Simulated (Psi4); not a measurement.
Psi4 1.11, PBE/def2-svp: Mo(S)2(Br)(OH) ([OH][Mo](=[S])(=[S])[Br]), 6 atoms. The geometry is a generated start, not checked to be a minimum at this level.

| Quantity | Result |
|---|---|
| task | energy |
| method | pbe |
| basis | def2-svp |
| memory | 3 GB |
| maxiter | 100 |
| keys of the molecule block | symmetry c1 |
| scf_type | df (default) |
| e_convergence | 1e-06 (default) |
| d_convergence | 1e-06 (default) |
| dft_radial_points | 75 (default) |
| dft_spherical_points | 302 (default) |
| effective core potentials | those of the basis set, past Kr |
| basis functions | 118 |
| grid points | 129986 |

```xyz
6

Mo     0.2244     0.2047    -0.0343
S      1.5048    -0.2615    -1.6977
S      1.4485     0.0558     1.7258
Br    -0.2754     2.5096    -0.2588
O     -1.1333    -0.9004     0.0640
H     -1.7691    -1.6082     0.2011
```

Charge 0 and multiplicity 1 are set for this test and not shown to be the ground state.

With the defaults (diis_max_vecs = 10, diis = true, scf_initial_accelerator = adiis, damping_percentage = 0, diis_start = 1, soscf = false, soscf_start_convergence = 0.01, guess = auto, which took SAD) it converges in 13 SCF iterations. One run each on 2 threads, with these changes:
- diis_max_vecs = 20
- guess = sap
- diis_max_vecs = 6
- scf_initial_accelerator = none
- diis_max_vecs = 3
- soscf = true, soscf_start_convergence = 0.001
- guess = sapgau
- diis_start = 4
- diis = false, scf_initial_accelerator = none, damping_percentage = 60

### Question
Which of these changes keep the SCF from converging, or lead it to another solution?

### Answer
No convergence: diis_max_vecs = 3; diis = false, scf_initial_accelerator = none, damping_percentage = 60 (the run ends without SCF convergence in 100 iterations). The rest reach the solution of the defaults.

| setting | SCF iterations | JK calls | end |
|---|---|---|---|
| soscf = true, soscf_start_convergence = 0.001 | 12 | 28 | same solution |
| the defaults | 13 | 14 | same solution |
| diis_max_vecs = 20 | 13 | 14 | same solution |
| scf_initial_accelerator = none | 15 | 16 | same solution |
| diis_max_vecs = 6 | 16 | 17 | same solution |
| guess = sap | 18 | 18 | same solution |
| diis_start = 4 | 22 | 23 | same solution |
| guess = sapgau | 22 | 22 | same solution |
| diis_max_vecs = 3 | 100 | 101 | no convergence |
| diis = false, scf_initial_accelerator = none, damping_percentage = 60 | 100 | 101 | no convergence |

An SOSCF iteration holds several JK calls; a Hückel guess adds calls on atoms. 1 further run of the study ended by our limits or in an error and is left out.
